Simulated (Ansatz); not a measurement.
Effect of biaxial strain +1.86 %, plane normal [001], relaxed out of plane on SiO2

Take SiO₂ (space group P4_12_12, No. 92; a = 4.980 Å, c = 6.917 Å) as the base. Axes: x, y, z lie along a, b, c of the conventional cell.

Now apply this change: tensile biaxial strain of 1.86 % in the plane normal to [001], as in epitaxy on a mismatched substrate; the out-of-plane cell vector and the atoms relax.

Computed with r2SCAN/PAW in Ansatz (a program for electronic structure), without spin-orbit coupling, earlier PAW set. k-mesh 6×6×4 (Γ-centred); smearing 0.05 eV (Fermi–Dirac).

- Volume per atom: 14.95 Å³ (base 14.29 Å³)
- Space group: P4_12_12 (No. 92) (base P4_12_12 (No. 92))
- Shortest interatomic distance: 1.612 Å (base 1.613 Å)
- Pressure (mean of the normal stresses, compression positive): -0.67 GPa (base 0.00 GPa)
- Band gap: 6.24 eV (base 6.35 eV)
- Gap character: direct at Γ (base direct at Γ)
- Width of the top valence band: 0.66 eV (base 0.61 eV)
- Electron mass: 0.55 mₑ (at Γ) (base 0.53 mₑ (at Γ))
- Hole mass: 1.6 mₑ out of plane, 1.8 mₑ in plane (at Γ) (base 1.7 mₑ along c, 2.0 mₑ across (at Γ))
- Valence-band top at Γ (three highest levels, from the VBM): 0.00, -0.27, -0.27 eV (base 0.00, -0.31, -0.31 eV)
- Out-of-plane strain: +0.80 %
- Ratio −ε⊥/ε∥: -0.43
- Mean in-plane stress (compression positive): -1.0 GPa

Final structure (turned so that z lies along the plane normal):

```
SiO2
1.0
    5.07230     0.00000     0.00000
    0.00000     5.07230     0.00000
    0.00000     0.00000     6.97216
Si O
4 8
Direct
  0.29457   0.29457   0.00000
  0.79457   0.20543   0.75000
  0.20543   0.79457   0.25000
  0.70543   0.70543   0.50000
  0.24106   0.09295   0.17453
  0.74106   0.40705   0.57547
  0.25894   0.59295   0.07547
  0.75894   0.90705   0.67453
  0.90705   0.75894   0.32547
  0.40705   0.74106   0.42453
  0.59295   0.25894   0.92453
  0.09295   0.24106   0.82547
```

Cost of the whole job for the changed cell (relaxation, final SCF and bands): around 8 core-minutes (rough).

Masses are band curvatures over ±0.01 Å⁻¹ around the edge. Whether these cells are dynamically stable was not tested.
